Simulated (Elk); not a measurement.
A self-consistent single point of ZrN (Fm-3m, 2 atoms in the cell) with Elk

Method: PBE, all-electron FP-LAPW, Elk's shipped species files, APW+lo basis with extra local orbitals (Elk).

Input as run:

```
tasks
  0

xctype
  20

tforce
  .true.

rgkmax
  8.0

gmaxvr
  18.0

lmaxapw
  10

lmaxo
  8

nxlo
  2

lorbcnd
  .true.

lradstp
  2

nrmtscf
  2.0

rmtscf
  0.94

lmaxi
  4

stype
  3

swidth
  0.00183747

scale
  6.253383451

avec
    0.0000000000    0.7071067812    0.7071067812
    0.7071067812    0.0000000000    0.7071067812
    0.7071067812    0.7071067812    0.0000000000

sppath
  './'

atoms
  2   : nspecies
  'Zr.in'   : spfname
  1   : natoms; atposl, bfcmt below
  0.5000000000  0.5000000000  0.5000000000    0.0 0.0 0.0
  'N.in'   : spfname
  1   : natoms; atposl, bfcmt below
  0.0000000000  0.0000000000  0.0000000000    0.0 0.0 0.0

ngridk
  8 8 8
```

The program printed (abridged):

```
│ Elk code version 10.2.4 │

All units are atomic (Hartree, Bohr, etc.)

│ Ground-state run starting from atomic densities │

Lattice vectors :
   0.000000000       4.421809844       4.421809844
   4.421809844       0.000000000       4.421809844
   4.421809844       4.421809844       0.000000000

Unit cell volume      :    172.9140099
Brillouin zone volume :    1.434529300

Muffin-tin inner radius fraction :   0.1000000000E-01

Nuclei treated as point charges

Species :    1 (Zr)
 parameters loaded from : Zr.in
 name : zirconium
 nuclear charge    :   -40.00000000
 electronic charge :    40.00000000
 atomic mass :    166291.1791
 muffin-tin radius :    2.444000000
 number of radial points in muffin-tin :   1199
 atomic positions (lattice), magnetic fields (Cartesian) :
   1 :   0.00000000  0.00000000  0.00000000    0.00000000  0.00000000  0.00000000

Species :    2 (N)
 parameters loaded from : N.in
 name : nitrogen
 nuclear charge    :   -7.000000000
 electronic charge :    7.000000000
 atomic mass :    25532.65214
 muffin-tin radius :    1.692000000
 number of radial points in muffin-tin :    599
 atomic positions (lattice), magnetic fields (Cartesian) :
   1 :   0.50000000  0.50000000  0.50000000    0.00000000  0.00000000  0.00000000

Total number of atoms per unit cell :    2

Spin treatment :
 spin-unpolarised

Number of Bravais lattice symmetries :   48
Number of crystal symmetries         :   48
Crystal has inversion symmetry
Real symmetric eigensolver will be used

k-point grid :      8     8     8
k-point offset :    0.000000000       0.000000000       0.000000000
k-point set is reduced with full crystal symmetry group
Total number of k-points :       29

Muffin-tin radius times maximum |G+k| :    8.000000000
 using average radius
Maximum |G+k| for APW functions       :    3.868471954
Maximum (1/2)|G+k|²                   :    7.482537628
Maximum |G| for potential and density :    18.00000000
 potential will be trimmed for |G| > 2 gkmax
Constant for pseudocharge density :   11
Radial integration step length :    2

G-vector grid sizes :     36    36    36
Number of G-vectors :    16889

Maximum angular momentum used for
 APW functions                      :   10
 outer part of muffin-tin           :    8
 inner part of muffin-tin           :    4

Total nuclear charge    :   -47.00000000
Total core charge       :    30.00000000
Total valence charge    :    17.00000000
Total excess charge     :    0.000000000
Total electronic charge :    47.00000000

Effective Wigner radius, rₛ :   0.9576671085

Number of empty states         :    8
Total number of valence states :   17
Total number of core states    :   30

Conduction state local-orbitals added automatically
Total number of local-orbitals :  208

Exchange-correlation functional :     20     0     0
 Perdew-Burke-Ernzerhof, Phys. Rev. Lett. 77, 3865 (1996)
 gradient requirement :    1
 generalised gradient approximation (GGA)

Smearing type :    3
 Fermi-Dirac
Smearing width :   0.1837470000E-02
Effective electronic temperature (K) :    580.2271348

Mixing type :    3
 Broyden mixing, J. Phys. A: Math. Gen. 17, L317 (1984)

Kohn-Sham potential initialised from atomic data
│ Self-consistent loop started │
│ Loop number : 1 │
 total energy                :     -3655.99605750
│ Loop number : 2 │
 total energy                :     -3656.09014749
RMS change in Kohn-Sham potential (target) :    1.140131930     (  0.1000000000E-05)
Absolute change in total energy (target)   :   0.9408999751E-01 (  0.1000000000E-03)
│ Loop number : 3 │
 total energy                :     -3655.99249079
RMS change in Kohn-Sham potential (target) :    1.122989564     (  0.1000000000E-05)
Absolute change in total energy (target)   :   0.7413420038E-01 (  0.1000000000E-03)
│ Loop number : 4 │
 total energy                :     -3655.34178951
RMS change in Kohn-Sham potential (target) :   0.5633279622     (  0.1000000000E-05)
Absolute change in total energy (target)   :   0.6692348336     (  0.1000000000E-03)
│ Loop number : 5 │
 total energy                :     -3654.79703820
RMS change in Kohn-Sham potential (target) :   0.1987039363     (  0.1000000000E-05)
Absolute change in total energy (target)   :   0.7120600161     (  0.1000000000E-03)
   [... lines left out ...]
Absolute change in total energy (target)   :   0.2655968007E-02 (  0.1000000000E-03)
│ Loop number : 13 │
 total energy                :     -3654.12643461
RMS change in Kohn-Sham potential (target) :   0.7200867148E-05 (  0.1000000000E-05)
Absolute change in total energy (target)   :   0.1210530598E-02 (  0.1000000000E-03)
│ Loop number : 14 │
 total energy                :     -3654.12622218
RMS change in Kohn-Sham potential (target) :   0.2336038340E-05 (  0.1000000000E-05)
Absolute change in total energy (target)   :   0.5150663824E-03 (  0.1000000000E-03)
│ Loop number : 15 │
 total energy                :     -3654.12610122
RMS change in Kohn-Sham potential (target) :   0.8986617954E-06 (  0.1000000000E-05)
Absolute change in total energy (target)   :   0.2497247719E-03 (  0.1000000000E-03)
│ Loop number : 16 │
 total energy                :     -3654.12608301
RMS change in Kohn-Sham potential (target) :   0.1739972106E-06 (  0.1000000000E-05)
Absolute change in total energy (target)   :   0.8063792120E-04 (  0.1000000000E-03)
Convergence targets achieved

│ Loop number : 17 │

Energies :
 Fermi                       :     0.478712565717
 sum of eigenvalues          :     -2152.75070603
 electron kinetic            :      3773.46764125
 core electron kinetic       :      3694.51068014
 Coulomb                     :     -7306.32453142
 Coulomb potential           :     -5768.33802517
 nuclear-nuclear             :     -383.099134793
 electron-nuclear            :     -8078.11276808
 Hartree                     :      1154.88737146
 Madelung                    :     -4422.15551883
 xc potential                :     -157.880322109
 exchange                    :     -118.973203849
 correlation                 :     -2.29562128010
 electron entropic           :    -0.371082079776E-03
 total energy                :     -3654.12608638

Density of states at Fermi energy :    34.26020864
 (states/Hartree/unit cell)

Estimated indirect band gap :   0.2725624195E-02
 from k-point      2 to k-point      8
Estimated direct band gap   :   0.2753178607E-02
 at k-point      2

Charges :
 core                        :    30.00000000
 valence                     :    17.00000000
 interstitial                :    3.180093348
 muffin-tins (core leakage)
  species :    1 (Zr)
   atom    1                 :    37.61148637     (  0.8666374818E-05)
  species :    2 (N)
   atom    1                 :    6.208420278     (  0.6029903949E-06)
 total in muffin-tins        :    43.81990665
 total calculated charge     :    46.99984058
 total charge                :    47.00000000
 error                       :   0.1594151988E-03

│ Self-consistent loop stopped │

Forces :
 species :    1 (Zr)
  atom :    1
   Hellmann-Feynman          :     0.00000000    0.00000000   -0.00000000
   IBS                       :    -0.00000000   -0.00000000    0.00000000
   total force               :     0.00000000    0.00000000    0.00000000
   total magnitude           :     0.00000000
 species :    2 (N)
  atom :    1
   Hellmann-Feynman          :     0.00000000   -0.00000000    0.00000000
   IBS                       :    -0.00000000    0.00000000   -0.00000000
   total force               :    -0.00000000   -0.00000000   -0.00000000
   total magnitude           :     0.00000000
```

The run converged in 17 iterations. The count includes the last loop, which Elk runs after its targets are met.

The starting cell comes from a database of computed structures (which also holds hypothetical and non-ambient phases and stackings), without a prior relaxation at this level. Its lattice was rescaled by a random factor within 2.5 % of one. Values depend on the basis (sphere radii, cutoffs, local orbitals), which need not be converged. The log's line on a gap gives a spacing of levels on this mesh, which the program prints for metals too.
